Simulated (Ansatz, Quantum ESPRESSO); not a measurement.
**One structure in several programs: YbCuBi (P6_3mc, 6 atoms in the cell)**

Self-consistent single point.

```yaml
crystal:
  lattice:
    - [4.63586, 0.00000, 0.00000]
    - [-2.31793, 4.01477, 0.00000]
    - [0.00000, 0.00000, 7.60281]
  atoms:
    - { symbol: Yb, position: [0.00000, 0.00000, 0.48747] }
    - { symbol: Yb, position: [0.00000, 0.00000, 0.98747] }
    - { symbol: Cu, position: [0.33333, 0.66667, 0.31931] }
    - { symbol: Cu, position: [0.66667, 0.33333, 0.81931] }
    - { symbol: Bi, position: [0.66667, 0.33333, 0.21842] }
    - { symbol: Bi, position: [0.33333, 0.66667, 0.71842] }
```

All programs got the same cell, k-point mesh and kind of occupations (in Ansatz's words: kpoints.mp_grid.grid = 6 6 3; scf.occupations.method = gaussian; scf.occupations.width = 0.136 eV); potentials, basis and cutoffs are each program's usual ones.

| code | model | pressure (GPa) | largest force (eV/Å) | cutoff |
|---|---|---|---|---|
| Ansatz | PBEsol, PAW files made with PBE | -2.95 | 0.077 | default |
| Quantum ESPRESSO | PBEsol, SSSP 1.1.2 efficiency (PBE) pseudopotentials | -3.51 | 0.089 | 50 Ry |

The spread over the programs that give each value: pressure within 0.56 GPa; largest force within 0.012 eV/Å.

The starting cell comes from a database of computed structures (which also holds hypothetical and non-ambient phases and stackings), without a prior relaxation at this level. On Ansatz's run: Spin-orbit coupling is off. Spin polarisation is off.

### Question
Why do the programs differ, and what cannot be compared?

### Answer
Differences of this kind can come from the potentials, where these differ, and from what each basis and cutoff leave unconverged. The zero of total energies and Fermi levels follows the potentials and each program's conventions, so they are not compared here. Ansatz's pressure is given at a fixed set of plane waves, as the other plane-wave codes print theirs; with its correction for the finite basis it is -2.89 GPa.

Left out of this page: Elk (not drawn, or without a comparable value); FLEUR (with a known weakness of the program).

Ansatz is a quantum-chemistry and plane-wave program.

Keys are those of Ansatz 0.2.
